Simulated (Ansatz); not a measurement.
Base system: PbS in the rock salt structure (space group Fm-3m, No. 225; a = 5.9745 Å).

Calculations: r2SCAN (Ansatz, a program for electronic structure), no spin-orbit coupling.

One change was made to it. Results:

```json
[
 {"quantity": "band gap", "base": "0.69 eV", "after": "zero"},
 {"quantity": "density", "base": "7.45 g/cm³", "after": "4.69 g/cm³"},
 {"quantity": "shortest interatomic distance", "base": "2.987 Å", "after": "2.699 Å"}
]
```

Task: Which change produced these results?
A) Pb → Se
B) S → Pt
C) Pb → Bi

Result: A, Pb → Se. For comparison, the density in the other runs: S → Pt gives 14.77 g/cm³; Pb → Bi gives 7.71 g/cm³.

With Pb present, leaving out spin-orbit coupling can change the band edges. Stability against distortions was not tested. As relaxed here, PtPb and BiS are hypothetical phases, not in the database extracts checked. For SeS in this form, whether it has been made was not checked. All final runs are without spin polarisation. An odd electron count without spin: BiS.
